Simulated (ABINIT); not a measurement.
Worked example: self-consistent single point of W (Im-3m, 1 atom in the cell) in ABINIT.

Level of theory: PBE, PAW (JTH v2.0 PBE PAW) (plane waves; ABINIT).

The change in words: lattice scaled by 0.98. Reference geometry:
```yaml
crystal:
  lattice:
    - [-1.54587, 1.54587, 1.54587]
    - [1.54587, -1.54587, 1.54587]
    - [1.54587, 1.54587, -1.54587]
  atoms:
    - { symbol: W, position: [0.00000, 0.00000, 0.00000] }
```

Reference input (self-consistent single point, DFT, PBE, plane waves, PAW (JTH v2.0 PBE PAW)): pseudos = [W.GGA_PBE-JTH.xml]; ecut = 20 Ha; pawecutdg = 40 Ha; ixc = 11; occopt = 3; tsmear = 0.00367493 Ha; ngkpt = 12 12 12; nshiftk = 1; shiftk = 0 0 0; potentials = JTH v2.0 PBE PAW; nband = 12; kptopt = 1. This run's input differs from it in these lines:

```diff
@@ -5,5 +5,5 @@
 rprim
-        -2.9212747037    2.9212747037    2.9212747037
-         2.9212747037   -2.9212747037    2.9212747037
-         2.9212747037    2.9212747037   -2.9212747037
+        -2.8628500411    2.8628500411    2.8628500411
+         2.8628500411   -2.8628500411    2.8628500411
+         2.8628500411    2.8628500411   -2.8628500411
 natom 1
```

The program printed (abridged):

```
--- !BeginCycle
solver: {iscf: 17, nstep: 80, nline: 4, wfoptalg: 10, }
tolerances: {tolvrs: 1.00E-10, }
...

     iter   Etot(hartree)      deltaE(h)  residm     nres2
 ETOT  1  -66.949706072726    -6.695E+01 1.413E+01 9.304E+00
 ETOT  2  -69.056349739330    -2.107E+00 1.181E-01 1.064E+01
 ETOT  3  -69.030676356553     2.567E-02 7.952E-02 3.311E+00
 ETOT  4  -69.018517750386     1.216E-02 2.366E-02 2.594E-02
 ETOT  5  -69.019334784750    -8.170E-04 6.252E-03 2.573E-02
   [... 9 lines left out ...]
 ETOT 15  -69.019234655389     3.681E-12 4.668E-05 4.523E-09
 ETOT 16  -69.019234655391    -1.720E-12 2.969E-05 5.354E-09
 ETOT 17  -69.019234655419    -2.802E-11 3.167E-05 5.710E-10
 ETOT 18  -69.019234655420    -1.066E-12 2.022E-05 3.874E-11
 At SCF step   18       nres2   =  3.87E-11 < tolvrs=  1.00E-10 =>converged.

 Cartesian components of stress tensor (hartree/bohr^3)
  sigma(1 1)= -2.06110494E-03  sigma(3 2)=  0.00000000E+00
  sigma(2 2)= -2.06110494E-03  sigma(3 1)=  0.00000000E+00
  sigma(3 3)= -2.06110494E-03  sigma(2 1)=  0.00000000E+00

 ----iterations are completed or convergence reached----

 reduced coordinates (array xred) for    1 atoms
       0.000000000000      0.000000000000      0.000000000000
 cartesian forces (eV/Angstrom) at end:
    1     -0.00000000000000    -0.00000000000000    -0.00000000000000
 frms,max,avg= 0.0000000E+00 0.0000000E+00   0.000E+00  0.000E+00  0.000E+00 e/A
 length scales=  1.000000000000  1.000000000000  1.000000000000 bohr
              =  0.529177208590  0.529177208590  0.529177208590 angstroms
   [... lines left out ...]
 Fermi (or HOMO) energy (hartree) =   0.42633   Average Vxc (hartree)=  -0.51415
   [... lines left out ...]
'-kT*entropy'       : -5.34767506203624E-04
total_energy        : -6.90192370027299E+01
total_energy_eV     : -1.87810895180560E+03
...

-Cartesian components of stress tensor (GPa)         [Pressure=  6.0640E+01 GPa]
- sigma(1 1)= -6.06397907E+01  sigma(3 2)=  0.00000000E+00
- sigma(2 2)= -6.06397907E+01  sigma(3 1)=  0.00000000E+00
- sigma(3 3)= -6.06397907E+01  sigma(2 1)=  0.00000000E+00

 Calculation completed.
```

The run converged in 18 iterations. 

The starting cell has typed, rounded lattice constants, without a prior relaxation at this level. Its lattice was rescaled by a random factor within 2.5 % of one. For this run, on top of that: lattice scaled by 0.98. Spin polarisation is off. With a pressure of about 61 GPa the cell is away from its equilibrium volume at this level.

These are the values that this program gave, and no reference: the one-centre exchange-correlation terms come from a truncated expansion.
